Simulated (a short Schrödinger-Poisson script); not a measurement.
**Gated Al0.4Ga0.6N/GaN polarisation-induced gas**

Stack: gated Al0.4Ga0.6N/GaN polarisation-induced gas, at 300 K.

```csv
layer,material,thickness (nm),Na (cm⁻³)
1,Al0.4Ga0.6N,15,-
2,GaN,6000,9e15
```

Constants are typed, rounded textbook-type inputs, not results; the design itself was drawn at random and stands for no fabricated device. Al0.4Ga0.6N: permittivity 9.26, conduction-band edge (eV) 0.58, gap (eV) 4.258, electron mass (mₑ) 0.248, Nv at 300 K (cm⁻³) 4.6e19. GaN: permittivity 9.5, conduction-band edge (eV) 0, gap (eV) 3.43, Nv at 300 K (cm⁻³) 4.6e19.

Channel valleys (confinement mass, in-plane density-of-states mass, number): Γ 0.2, 0.2, 1. At the gate the conduction-band edge of layer 1 lies 1.16 eV − eVg above the Fermi level of the channel; the field vanishes at the back. Sheet of polarisation charge: +2e13 e/cm² at 15 nm from the gate. The barrier under the gate holds no holes. Gaps are held at their typed values at every temperature. Mesh 0.08 nm at interfaces.

From a short Schrödinger-Poisson script (our own, NumPy): 1D Poisson equation in equilibrium, electrons quantum, Hartree (BenDaniel-Duke, 40 states a valley, the channel's in-plane mass for all, wave functions free to enter the barrier), parabolic valleys, classical holes, full ionisation, no traps, pinning or gate leakage.

| Vg (V) | electrons (cm⁻²) | in the channel layer | C (μF/cm²) | Γ E0 (meV) | Γ E1 (meV) |
|---|---|---|---|---|---|
| 0.5 | 1.74e13 | 1.59e13 | 0.521 | -182.1 | -9.1 |
| 0.15 | 1.63e13 | 1.50e13 | 0.519 | -171.2 | -5.0 |
| -0.2 | 1.52e13 | 1.40e13 | 0.517 | -160.1 | -0.9 |
| -0.55 | 1.40e13 | 1.31e13 | 0.515 | -148.8 | 3.2 |
| -0.9 | 1.29e13 | 1.21e13 | 0.513 | -137.4 | 7.4 |
| -1.25 | 1.18e13 | 1.11e13 | 0.511 | -125.9 | 11.6 |
| -1.6 | 1.07e13 | 1.02e13 | 0.509 | -114.3 | 16.0 |
| -1.95 | 9.56e12 | 9.15e12 | 0.507 | -102.5 | 20.4 |
| -2.3 | 8.46e12 | 8.14e12 | 0.505 | -90.6 | 25.1 |
| -2.65 | 7.36e12 | 7.12e12 | 0.502 | -78.4 | 29.9 |
| -3 | 6.27e12 | 6.09e12 | 0.499 | -65.9 | 35.0 |
| -3.35 | 5.18e12 | 5.06e12 | 0.495 | -52.9 | 40.5 |
| -3.7 | 4.10e12 | 4.03e12 | 0.490 | -39.2 | 46.6 |
| -4.05 | 3.04e12 | 3.00e12 | 0.483 | -24.0 | 53.7 |
| -4.4 | 2.00e12 | 1.98e12 | 0.471 | -6.2 | 63.0 |
| -4.75 | 9.94e11 | 9.87e11 | 0.445 | 18.4 | 78.1 |
| -5.1 | 1.24e11 | 1.24e11 | 0.291 | 77.9 | 127.2 |
| -5.45 | 1.27e6 | 1.26e6 | 0.0142 | 376.1 | 422.2 |

Subbands count from the Fermi level.
